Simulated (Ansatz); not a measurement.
Start from MgTe in the wurtzite structure (space group P6_3mc, No. 186; a = 4.5609 Å, c = 7.4128 Å).

Perturbation: an isotropic linear strain of −1.04 %, atoms relaxed at fixed cell.

Levels (all Ansatz, an electronic-structure program, PAW, earlier PAW set): PBEsol (420 eV, no SOC); HSE06 (420 eV, scalar-relativistic without spin-orbit coupling).

The geometry is relaxed with PBEsol.

| Quantity | Result |
|---|---|
| PBEsol band gap | 2.53 eV |

Q: Predict the band gap from HSE06.

A: The band gap rises by 1.00 eV (2.53 eV → 3.53 eV).

Single points use the geometry relaxed with PBEsol. With Te present, leaving out spin-orbit coupling can change the band edges. Whether these cells are dynamically stable was not tested.
